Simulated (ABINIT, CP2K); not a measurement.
A CP2K input for a self-consistent single point of Sc3SnB (Pm-3m, 5 atoms in the cell) (DFT LDA (Pade form), GPW, DZVP-MOLOPT-SR-GTH basis, GTH-PADE potentials (GTH_POTENTIALS)):

```
&GLOBAL
  PROJECT run
  RUN_TYPE ENERGY_FORCE
  PRINT_LEVEL MEDIUM
&END GLOBAL
&FORCE_EVAL
  METHOD Quickstep
  STRESS_TENSOR ANALYTICAL
  &DFT
    BASIS_SET_FILE_NAME BASIS_MOLOPT
    POTENTIAL_FILE_NAME GTH_POTENTIALS
    &QS
      METHOD GPW
      EPS_DEFAULT 1E-10
    &END QS
    &MGRID
      CUTOFF 600
      REL_CUTOFF 50
      NGRIDS 5
    &END MGRID
    &SCF
      SCF_GUESS ATOMIC
      EPS_SCF 1E-6
      MAX_SCF 100
      ADDED_MOS 8
      &DIAGONALIZATION
        ALGORITHM STANDARD
      &END DIAGONALIZATION
      &MIXING
        METHOD BROYDEN_MIXING
        ALPHA 0.2
        NBUFFER 10
        BETA 1
      &END MIXING
      &SMEAR ON
        METHOD FERMI_DIRAC
        ELECTRONIC_TEMPERATURE [K] 1160.45
      &END SMEAR
    &END SCF
    &KPOINTS
      SCHEME MONKHORST-PACK 6 6 6
      GAMMA_CENTERED T
    &END KPOINTS
    &XC
      &XC_FUNCTIONAL PADE
      &END XC_FUNCTIONAL
    &END XC
    &PRINT
      &MO
        EIGENVALUES T
        OCCUPATION_NUMBERS T
        NDIGITS 8
        FILENAME mo
        &EACH
          QS_SCF 0
        &END EACH
        ADD_LAST NUMERIC
      &END MO
      &MULLIKEN ON
      &END MULLIKEN
    &END PRINT
  &END DFT
  &SUBSYS
    &CELL
      ABC 4.57092500 4.57092500 4.57092500
      ALPHA_BETA_GAMMA 90.00000000 90.00000000 90.00000000
      PERIODIC XYZ
    &END CELL
    &COORD
      SCALED
      Sc       0.50000000     0.00000000     0.50000000
      Sc       0.00000000     0.50000000     0.50000000
      Sc       0.50000000     0.50000000     0.00000000
      Sn       0.00000000     0.00000000     0.00000000
      B        0.50000000     0.50000000     0.50000000
    &END COORD
    &KIND Sc
      BASIS_SET DZVP-MOLOPT-SR-GTH-q11
      POTENTIAL GTH-PADE-q11
    &END KIND
    &KIND Sn
      BASIS_SET DZVP-MOLOPT-SR-GTH-q4
      POTENTIAL GTH-PADE-q4
    &END KIND
    &KIND B
      BASIS_SET DZVP-MOLOPT-SR-GTH-q3
      POTENTIAL GTH-PADE-q3
    &END KIND
  &END SUBSYS
  &PRINT
    &FORCES ON
    &END FORCES
    &STRESS_TENSOR ON
    &END STRESS_TENSOR
  &END PRINT
&END FORCE_EVAL
```

Problem. Give the ABINIT input for the same structure, mesh, smearing and functional.

Solution. One input that does it (others would too):

```
# Sc3SnB, JTH v2.0 LDA PAW
pp_dirpath "./"
pseudos "Sc.LDA_PW-JTH.xml, Sn.LDA_PW-JTH.xml, B.LDA_PW-JTH.xml"
acell 3*1.0
rprim
         8.6377963862    0.0000000000    0.0000000000
         0.0000000000    8.6377963862    0.0000000000
         0.0000000000    0.0000000000    8.6377963862
natom 5
ntypat 3
znucl 21 50 5
typat 1 1 1 2 3
xcart
         4.3188981931    0.0000000000    4.3188981931
         0.0000000000    4.3188981931    4.3188981931
         4.3188981931    4.3188981931    0.0000000000
         0.0000000000    0.0000000000    0.0000000000
         4.3188981931    4.3188981931    4.3188981931
ecut 30
pawecutdg 60
pawxcdev 0
ixc 7
occopt 3
tsmear 0.1 eV
nband 33
kptopt 1
ngkpt 6 6 6
nshiftk 1
shiftk 0 0 0
nstep 100
tolvrs 1.0e-10
prtwf 0
prtden 0
enunit 2
```

Basis, cutoffs, solver keys and any potentials are the target program's own. This input uses DFT, LDA (PW92), plane waves, PAW (JTH v2.0 LDA PAW). LDA parametrisations can differ slightly between programs. Both were run: pressure -1.24 GPa in CP2K and -1.12 in ABINIT.

On CP2K: the starting cell comes from a database of computed structures (which also holds hypothetical and non-ambient phases and stackings), without a prior relaxation at this level. Its lattice was rescaled by a random factor within 2.5 % of one. For this run, on top of that: lattice scaled by 0.98. Values carry the incompleteness of an atom-centred basis.

On ABINIT: the starting cell comes from a database of computed structures (which also holds hypothetical and non-ambient phases and stackings), without a prior relaxation at this level. Its lattice was rescaled by a random factor within 2.5 % of one. For this run, on top of that: lattice scaled by 0.98.
